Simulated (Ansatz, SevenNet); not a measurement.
For V2AlC (P6₃/mmc, No. 194, 8 atoms in the cell; start mp-1025497), the machine-learned potential SevenNet-l3i5 (trained on PBE and PBE+U data) gives:

| Item | Value |
|---|---|
| lattice parameter a | 2.910 Å |
| c axis length | 13.152 Å |

Problem. What does r²SCAN-D4 (plane waves, PAW; Ansatz, a quantum-chemistry and plane-wave program) give for the same quantities?

Solution. 
- lattice constant a: 2.877 Å (drops by 1.1 %)
- lattice parameter c: 13.081 Å (drops by 0.5 %)

Changes are worked out from the printed values.

Unless a cell is named, each level is at its own relaxed cell (SevenNet-l3i5 12.06, r²SCAN-D4 11.72 Å³/atom).

The crystal itself was run without spin with r²SCAN-D4; a magnetic state was not tried in these runs.

Caveats: the relaxation could not lower the start's symmetry, so the cell can be a saddle point above a distorted one (SevenNet-l3i5, r²SCAN-D4). Ansatz's density-functional and Hartree–Fock values are scalar-relativistic unless marked +SOC, with PAW data made under PBE.

A start named mp-… is a Materials Project structure, which need not be a measured phase.
